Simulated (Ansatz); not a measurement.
CuI (model structure, started from the HgO type, P6₄22, No. 181, 6 atoms in the cell) was calculated with r²SCAN in Ansatz (plane waves, PAW).

Settings: plane-wave cutoff 560 eV, 12×12×4 k mesh (along the axes of the cell as run), Fermi–Dirac smearing 0.01 eV, no spin polarisation, scalar-relativistic PAW data made under PBE.

Cell (relaxed at this level):

```
CELL_PARAMETERS angstrom
      4.21872     0.00000     0.00000
     -2.10936     3.65352     0.00000
      0.00000     0.00000     9.76229
ATOMIC_POSITIONS crystal
  Cu 0.49994 0.49994 0.50000
  Cu 0.50006 0.00000 0.83333
  Cu 0.00000 0.50006 0.16667
  I  0.49999 0.49999 0.00000
  I  0.50001 0.00000 0.33333
  I  0.00000 0.50001 0.66667
```

Q: Give the computed band gap and smallest direct gap on the k points sampled.

A: 
* **band gap**: 1.13 eV
* **smallest direct gap on the k points sampled**: 1.65 eV

Note: the relaxation could raise the start's symmetry but not lower it, so the cell can be a saddle point.

Spin–orbit coupling is not included; with these elements it can move the gap by several tenths of an eV or more.

The computed numbers hold no vibrational or temperature effects.

The result took about 110 core-seconds (a rough figure).

A model structure was made by putting elements into a prototype or built by hand; it is no filed structure, need not be a known phase, and can be a saddle point held by its symmetry.

Ansatz is an electronic-structure program.
